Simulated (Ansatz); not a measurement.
Results of r²SCAN+rVV10 (PAW; Ansatz, a program for electronic structure) for LiCl (model structure, F-43m, No. 216, 2 atoms in the cell).

Settings: plane-wave cutoff 560 eV, 10×10×10 k mesh, Fermi–Dirac smearing 0.01 eV, scalar-relativistic PAW data made under PBE.

Computed at the level's own relaxed cell.

```xyz
2
Lattice="0.0000 2.7170 2.7170 2.7170 0.0000 2.7170 2.7170 2.7170 0.0000" Properties=species:S:1:pos:R:3 pbc="T T T"
Li     0.0000     0.0000     0.0000
Cl     1.3585     1.3585     1.3585
```

Q: List the 5 lowest band energies at Γ above −25 eV (eV, relative to the valence band maximum), grouping those that round alike.

A: At Γ: -13.35, 0.00 (×3), 6.67.

Note: the relaxation could raise the start's symmetry but not lower it, so the cell can be a saddle point.

A model structure was made by putting elements into a prototype or built by hand; it is no filed structure, need not be a known phase, and can be a saddle point held by its symmetry.
